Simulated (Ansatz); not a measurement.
For Li₂Si (R-3m), PBEsol, DFPT electron-phonon coupling, linearised Boltzmann equation in Ansatz (a program for electronic structure) gives a transport coupling λ_tr = 0.283 and a Drude plasma energy ħω_p = 4.71 eV along x (a = (2.15, 1.24, 6.11) Å; b = (-2.15, 1.24, 6.11) Å; c = (0.00, -2.49, 6.11) Å).

Question: Estimate the resistivity at 300 K from the high-temperature formula ρ = 2π λ_tr k_B T / (ħ ε₀ ω_p²), and say how the full Boltzmann solution compares.

Answer: The scattering rate is 1/τ = 2π λ_tr k_B T/ħ = 6.98e13 s⁻¹ and ω_p = 7.16e15 s⁻¹, so ρ ≈ 15.4 μΩ·cm. The Boltzmann solution gives 13.9 μΩ·cm, 0.90 times the estimate.

A metal at this level (no band gap). Only scattering by harmonic phonons is included (no impurities, grain boundaries, electron-electron scattering or thermal expansion). Spin-orbit coupling is left out. The run warned that the eigensolver left some states short of its tolerance. Halving the electron mesh (24x24x24) moves the resistivity by up to 3 % at 300 K, the coupling by up to 1 %. Smearing 0.20 eV; phonons on a 4x4x4 q mesh, which this run doesn't test.

Computed structure with no diffraction record at hand here (it may be known, metastable or hypothetical): Li2Si (R-3m).
